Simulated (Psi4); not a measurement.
Psi4 1.11, B3LYP/def2-svp: B(H)(Me)(OMe) (CBOC), 11 atoms. The geometry is a generated start, not checked to be a minimum at this level.

```json
{
 "task": "energy",
 "method": "b3lyp",
 "basis": "def2-svp",
 "memory": "3 GB",
 "maxiter": "100",
 "keys_of_the_molecule_block": "symmetry c1",
 "scf_type": "df (default)",
 "diis_max_vecs": "10 (default)",
 "e_convergence": "1e-06 (default)",
 "d_convergence": "1e-06 (default)",
 "dft_radial_points": "75 (default)",
 "dft_spherical_points": "302 (default)",
 "basis_functions": "91",
 "grid_points": "237044"
}
```

```xyz
11

B     -0.3037     0.3447     0.3521
H     -1.4524     0.1635     0.5884
C      0.4910     1.5313     1.0364
H      0.5371     1.3790     2.1125
H     -0.0063     2.4863     0.8844
H      1.5093     1.6169     0.6693
O      0.3713    -0.4484    -0.4768
C     -0.1836    -1.5511    -1.1523
H     -0.7627    -1.2120    -2.0157
H      0.6376    -2.1793    -1.4998
H     -0.8376    -2.1310    -0.4984
```

With the defaults (diis = true, scf_initial_accelerator = adiis, damping_percentage = 0, level_shift = 0, level_shift_cutoff = 0.01, guess = auto, which took SAD, soscf = false) it converges in 9 SCF iterations. One run each on 2 threads, with these changes:
- guess = huckel
- scf_initial_accelerator = ediis
- diis = false, scf_initial_accelerator = none, damping_percentage = 60
- soscf = true
- level_shift = 0.5, level_shift_cutoff = 0.001
- damping_percentage = 60
- guess = sapgau
- guess = sap
- damping_percentage = 20

Task: Name the settings that don't reach the solution of the defaults.

Result: No convergence: diis = false, scf_initial_accelerator = none, damping_percentage = 60 (the run ends without SCF convergence in 100 iterations). The rest reach the solution of the defaults.

| setting | SCF iterations | JK calls | end |
|---|---|---|---|
| soscf = true | 6 | 17 | same solution |
| level_shift = 0.5, level_shift_cutoff = 0.001 | 8 | 9 | same solution |
| the defaults | 9 | 10 | same solution |
| scf_initial_accelerator = ediis | 9 | 10 | same solution |
| guess = sap | 9 | 9 | same solution |
| guess = huckel | 9 | 31 | same solution |
| guess = sapgau | 9 | 9 | same solution |
| damping_percentage = 20 | 17 | 18 | same solution |
| damping_percentage = 60 | 68 | 69 | same solution |
| diis = false, scf_initial_accelerator = none, damping_percentage = 60 | 100 | 101 | no convergence |

An SOSCF iteration holds several JK calls; a Hückel guess adds calls on atoms.
